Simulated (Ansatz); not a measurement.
The parent structure is Ru in the hcp (Mg type) structure (space group P6_3/mmc, No. 194; a = 2.676 Å, c = 4.224 Å; relaxed with 0.1 eV smearing). Axes: x lies along a and z along c of the hexagonal cell.

All numbers come from LDA in Ansatz (plane waves to 420 eV, PAW, spin-orbit coupling left out).

Strains are applied to the cell and any free atomic positions relax.

One change was made to it. Results:

The energy increases by 4.5 meV/atom; the shortest interatomic distance drops by 0.0241 Å to 2.592 Å; the band gap stays zero; the pressure (mean of the normal stresses, compression positive) goes from zero to 0.2 GPa.

Question: Name the change that was made.
A. tensor shear ε_xz = +1.71 %
B. tensor shear ε_xz = +0.57 %
C. tensor shear ε_xz = +1.14 %

Answer: C, tensor shear ε_xz = +1.14 %. For comparison, the energy relative to the base in the other runs: tensor shear ε_xz = +1.71 % gives +10 meV/atom; tensor shear ε_xz = +0.57 % gives +1.1 meV/atom.

Whether these cells are dynamically stable was not tested. All final runs are without spin polarisation.

Ansatz is an electronic-structure program.
